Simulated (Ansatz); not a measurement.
# The (110) surface of bcc W in its 1x1 cell

Computed with PBE (plane waves to 420 eV, PAW; Ansatz, a program for electronic structure).

Set-up: 4 atoms, 6.8 Å thick at the start (thin: gaps and levels are the slab's own); mesh 12x12x1; 0.1 eV smearing; dipole correction on; all atoms relaxed; held to the start's symmetry, so lower structures may exist; no spin, no spin-orbit, no U.

```yaml
work_function_of_the_top_face: 4.82 eV
energy_released_by_relaxation: 0.051 eV
cost: very roughly 2.1 core-minutes
```
